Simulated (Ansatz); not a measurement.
Worked example: relaxation of cell and atoms of TlBiS₂ (P4/mmm, 4 atoms in the cell) in Ansatz (an electronic-structure program).

Computed with LDA (PW92), default PAW files made with PBE (plane waves; Ansatz).

```
CELL_PARAMETERS angstrom
      4.08759     0.00000     0.00000
      0.00000     4.08759     0.00000
      0.00000     0.00000     5.78006
ATOMIC_POSITIONS crystal
  Tl 0.00000 0.00000 0.00000
  Bi 0.50000 0.50000 0.50000
  S  0.00000 0.00000 0.50000
  S  0.50000 0.50000 0.00000
```

Reference input (self-consistent single point, DFT, LDA (PW92), plane waves, default PAW files made with PBE): basis.ecutwfc = 420 eV; kpoints.mp_grid.grid = 8 8 6; hamiltonian.xc = lda; hamiltonian.pseudopotentials = {kind: paw} (the program's default PAW files); scf.occupations.method = gaussian; scf.occupations.width = 0.1 eV. This run's input differs from it in these lines:

```diff
@@ -19,2 +19,4 @@
   occupations: { method: gaussian, width: 0.1 }
+relax:
+  cell: { p_target: 5.0 GPa }
 output:
```

Output, abridged:

```
   [... SCF lines of the steps left out ...]
relax step   1: F+E_penalty+E_count = -24972.55880922 eV  Δ(F+E_penalty+E_count) = +0.000e0 eV  max|allowed force component| = 8.387e-29 eV/Å  Δτ_max = 0.0000 Å  P = -0.678 GPa  Ω = 96.576 Å³  (7 SCF iters, dr2 threshold 1.00e-7 eV, accepted)
relax step   2: F+E_penalty+E_count = -24972.21419456 eV  Δ(F+E_penalty+E_count) = +3.446e-1 eV  max|allowed force component| = 2.712e-29 eV/Å  Δτ_max = 0.0000 Å  P = +11.251 GPa  Ω = 84.402 Å³  energy of the carried Pulay correction = +2.239e-3 eV  [...]
   [... lines left out ...]
relax step   5: F+E_penalty+E_count = -24972.47694639 eV  Δ(F+E_penalty+E_count) = +6.683e-4 eV  max|allowed force component| = 2.745e-28 eV/Å  Δτ_max = 0.0000 Å  P = +5.000 GPa  Ω = 89.708 Å³  energy of the carried Pulay correction = +1.227e-3 eV  [...]
relax step   6: F+E_penalty+E_count = -24972.47576947 eV  Δ(F+E_penalty+E_count) = +1.177e-3 eV  max|allowed force component| = 2.168e-28 eV/Å  Δτ_max = 0.0000 Å  P = +4.997 GPa  Ω = 89.708 Å³  stress off target by 6.20e-3 GPa  SCF on the basis [...]
basis re-selected at this cell: Δ(F+E_penalty+E_count) = +1.177e-3 eV, ΔP = -0.003 GPa vs the last step
the relaxation is at rest under the 16 symmetry operations that the run kept from its start: a minimum is not shown …
Stability not checked: this state was not tested for a lower state beside it, because too few of the mixer's solves of this state at the end of the SCF gave a …
Free energy (F): -24972.475769 eV
Internal energy: -24972.467690 eV  (E = F + TS)
   [... lines left out ...]
Fermi energy:    10.559410 eV
  cell:  # Å, volume = 89.7083 Å³
   [... lines left out ...]
    - [0.0, 0.0, 5.614104045943315]
  atoms:
    - { symbol: Tl, position: [9.45551150067321e-36, 1.587421638799152e-36, 5.551115123125783e-17] }
    - { symbol: Bi, position: [0.4999999999999999, 0.4999999999999999, 0.5] }
    - { symbol: S, position: [1.4700904741922585e-35, -4.3941671450817105e-36, 0.5] }
    - { symbol: S, position: [0.4999999999999999, 0.4999999999999999, 5.551115123125783e-17] }
```

The run converged. 

Summary of the result:
Free energy E − TS (on the zero of these files): -24972.4758 eV
Fermi level (on the code's own zero): 10.56 eV
Pressure: 5.00 GPa
Final cell: a = b = 3.997 Å, c = 5.614 Å, α = β = γ = 90.00°
Final volume per atom: 22.43 Å³
Relaxation steps: 6

The starting cell comes from a database of computed structures (which also holds hypothetical and non-ambient phases and stackings), without a prior relaxation at this level. Its lattice was rescaled by a random factor within 2.5 % of one. The relaxation keeps the symmetry of its start, so its end need not be a minimum. Ansatz's pressure includes its estimate of the finite-basis (Pulay) stress. The run gives no clean gap (levels at the Fermi energy touch, overlap or are partly filled at this smearing), which alone does not show that the compound is a metal.

Cost on one core of a shared machine: roughly 40 s.

Keys are those of Ansatz 0.2.
